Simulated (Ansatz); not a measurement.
# Relaxation of the atoms of Rh2CuTe4 (Fd-3m, 14 atoms in the cell) at several settings

```yaml
crystal:
  lattice:
    - [0.00000, 5.42845, 5.42845]
    - [5.42845, 0.00000, 5.42845]
    - [5.42845, 5.42845, 0.00000]
  atoms:
    - { symbol: Rh, position: [0.12500, 0.12500, 0.12500] }
    - { symbol: Rh, position: [0.62500, 0.12500, 0.12500] }
    - { symbol: Rh, position: [0.12500, 0.62500, 0.12500] }
    - { symbol: Rh, position: [0.12500, 0.12500, 0.62500] }
    - { symbol: Cu, position: [0.75000, 0.75000, 0.75000] }
    - { symbol: Cu, position: [0.50000, 0.50000, 0.50000] }
    - { symbol: Te, position: [0.36260, 0.36260, 0.36260] }
    - { symbol: Te, position: [0.91220, 0.36260, 0.36260] }
    - { symbol: Te, position: [0.36260, 0.91220, 0.36260] }
    - { symbol: Te, position: [0.36260, 0.36260, 0.91220] }
    - { symbol: Te, position: [0.88740, 0.88740, 0.88740] }
    - { symbol: Te, position: [0.33780, 0.88740, 0.88740] }
    - { symbol: Te, position: [0.88740, 0.33780, 0.88740] }
    - { symbol: Te, position: [0.88740, 0.88740, 0.33780] }
```

Base: Ansatz (a program for electronic structure) with PBE. Its settings: basis.ecutwfc = 420 eV; kpoints.mp_grid.grid = 3 3 3; hamiltonian.xc = pbe; hamiltonian.pseudopotentials = {kind: paw} (the program's default PAW files); scf.occupations.method = fermi_dirac; scf.occupations.width = 0.1 eV. Starting volume 22.85 Å³ per atom.

Each line gives the change from the base single point and the result:

- atoms moved at random; relax: default → atoms; relax.f_tol: default → 0.03 eV/Å: pressure 6.04 GPa; largest force (vector length) 0.011 eV/Å; relaxation steps 4; free energy against the base single point -23.0 meV/atom.
- atoms moved at random; scf.convergence.dr2_threshold: default (1e-07 eV) → 0.001 eV; relax: default → atoms; relax.f_tol: default → 0.03 eV/Å: pressure 6.05 GPa; largest force (vector length) 0.013 eV/Å; relaxation steps 3; free energy against the base single point -23.0 meV/atom.
- atoms moved at random; relax: default → atoms; relax.f_tol: default → 0.005 eV/Å: pressure 6.05 GPa; relaxation steps 5; free energy against the base single point -23.0 meV/atom.

The starting cell was generated: these elements placed on a structure prototype, without a prior relaxation; it need not be a known phase or ordering of this composition. Its lattice was rescaled by a random factor within 2.5 % of one. Spin polarisation is off. In the base run, forces exceed 1 eV/Å. Ansatz's pressure includes its estimate of the finite-basis (Pulay) stress.

Keys are those of Ansatz 0.2.
